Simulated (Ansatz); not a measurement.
The parent structure is SiC (space group P6_3mc, No. 186; a = 3.094 Å, c = 10.129 Å). Axes: x lies along a and z along c of the hexagonal cell.

Calculations: PBE (Ansatz, an electronic-structure program, PAW, no spin-orbit coupling).

Base values:

```
Property                              Value
---------------------  --------------------
Band gap                            2.22 eV
Gap character               indirect, Γ → M
Valence-band top at Γ  0.00, 0.00, -0.05 eV
```

Now apply this change: the cell is compressed by 3.00 % along z with no lateral relaxation, atoms relaxed at fixed cell.

**Question.** How does this affect the band gap, gap character, hole mass and valence-band top at Γ?

**Answer.** The band gap drops by 0.17 eV to 2.05 eV; the gap character remains indirect, Γ → M; the hole mass amounts to 0.24 mₑ along z, 1.5 mₑ across (at Γ); the valence-band top at Γ (three highest levels, from the VBM) goes from 0.00, 0.00, -0.05 eV to 0.00, -0.25, -0.25 eV.

The cells carry an imposed strain or load. Effective masses come from finite differences of ±0.01 Å⁻¹. Stability against distortions was not tested.
